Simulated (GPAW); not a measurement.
Input and output of a self-consistent single point for Nb₂Ru (Fmmm, 3 atoms in the cell) (GPAW).

Level of theory: PBEsol, GPAW PAW datasets PBEsol (made by gpaw-setup) (plane waves; GPAW).

The change in words: lattice scaled by 1.015. Reference geometry:
```yaml
crystal:
  lattice:
    - [0.00000, 2.32965, 6.62219]
    - [1.64376, 0.00000, 6.62219]
    - [1.64376, 2.32965, 0.00000]
  atoms:
    - { symbol: Nb, position: [0.33960, 0.33960, 0.66040] }
    - { symbol: Nb, position: [0.66040, 0.66040, 0.33960] }
    - { symbol: Ru, position: [0.00000, 0.00000, 0.00000] }
```

Reference input (self-consistent single point, DFT PBEsol, plane waves, GPAW PAW datasets PBEsol (made by gpaw-setup)): mode = pw; ecut = 550 eV; xc = PBEsol; kpts = 7 7 7; mesh shift (steps) = 0 0 0; occupations.name = fermi-dirac; occupations.width = 0.1 eV; nbands = -7; convergence.forces = 0.001 eV/Å; symmetry.symmorphic = false; symmetry.tolerance = 0.0005; maxiter = 100. This run's input differs from it in these lines:

```diff
@@ -5,5 +5,5 @@
 atoms = Atoms(['Nb', 'Nb', 'Ru'],
-              cell=[[0.000000, 2.329655, 6.622190],
-                    [1.643765, 0.000000, 6.622190],
-                    [1.643765, 2.329655, 0.000000]],
+              cell=[[0.000000, 2.364600, 6.721523],
+                    [1.668421, 0.000000, 6.721523],
+                    [1.668421, 2.364600, 0.000000]],
               scaled_positions=[[0.339600, 0.339600, 0.660400],
```

Log, with long lists cut:

```
     iter     time        total  log10-change:
                         energy   eigst   dens  force
iter:   1 --:--:--   -34.875882
iter:   2 --:--:--   -34.342392   -1.21  -1.14
iter:   3 --:--:--   -33.685972   -1.68  -1.18
iter:   4 --:--:--   -32.552266   -0.60  -1.26
iter:   5 --:--:--   -32.790247   -1.26  -1.83
iter:   6 --:--:--   -32.546340   -1.28  -1.77
iter:   7 --:--:--   -32.543882   -1.92  -2.07
iter:   8 --:--:--   -32.530771c  -2.15  -2.22
iter:   9 --:--:--   -32.498813   -2.37  -2.25
iter:  10 --:--:--   -32.498884   -3.61  -3.03
iter:  11 --:--:--   -32.498762c  -4.91  -3.08
iter:  12 --:--:--   -32.498754c  -4.69  -3.17
iter:  13 --:--:--   -32.498954c  -4.08  -3.24
iter:  14 --:--:--   -32.499123c  -4.70  -3.23
iter:  15 --:--:--   -32.498664c  -4.24  -3.19
iter:  16 --:--:--   -32.498663c  -5.49  -3.94
iter:  17 --:--:--   -32.498708c  -5.11  -3.96
iter:  18 --:--:--   -32.498655c  -5.52  -3.61
iter:  19 --:--:--   -32.498651c  -5.49  -4.03c
iter:  20 --:--:--   -32.498651c  -7.20  -4.24c
iter:  21 --:--:--   -32.498652c  -7.52c -4.47c
iter:  22 --:--:--   -32.498652c  -7.85c -4.66c -2.49
iter:  23 --:--:--   -32.498650c  -7.14  -4.72c
iter:  24 --:--:--   -32.498650c  -8.33c -5.17c -2.36
iter:  25 --:--:--   -32.498650c  -9.60c -5.30c -4.29c
Converged after 25 iterations.

Dipole moment: (-0.000000, -0.000000, -0.000000) |e|*Ang

Energy contributions relative to reference atoms: (reference = -330879.262742)

Kinetic:        -25.205443
Potential:       +8.727549
External:        +0.000000
XC:             -15.682675
Entropy (-ST):   -0.115657
Local:           -0.280254
SIC:             +0.000000
--------------------------
Free energy:    -32.556479
Extrapolated:   -32.498650

Showing only first 2 kpts
 Kpt  Band  Eigenvalues  Occupancy
  0    19     10.15867    1.99919
  0    20     10.68218    1.85864
  0    21     10.72228    1.79601
  0    22     11.49933    0.00740

  1    19     10.27044    1.99753
  1    20     10.40234    1.99078
  1    21     10.54681    1.96147
  1    22     10.65677    1.88859

Fermi level: 10.93981

No gap
No difference between direct/indirect transitions
Energy (eV): -32.49865

Forces in eV/Ang:
  0 Nb    0.00000    0.00000    0.12357
  1 Nb    0.00000    0.00000   -0.12357
  2 Ru    0.00000    0.00000    0.00000

Stress tensor:
     0.107615     0.000000    -0.000000
     0.000000     0.111289    -0.000000
    -0.000000    -0.000000     0.111438
Stress (GPa, Voigt): [17.2418 17.8305 17.8544 -0.     -0.      0.    ]
```

The run converged in 25 iterations. GPAW prints stress with tension positive. Against the reference run the free energy rises by 66.9 meV/atom, the pressure goes from -10.28 to -17.64 GPa and the largest force goes from 0.017 to 0.124 eV/Å.

The starting cell comes from a database of computed structures (which also holds hypothetical and non-ambient phases and stackings), without a prior relaxation at this level. For this run, on top of that: lattice scaled by 1.015. Spin polarisation is off.

Cost on one core of a shared machine: roughly 3 min.
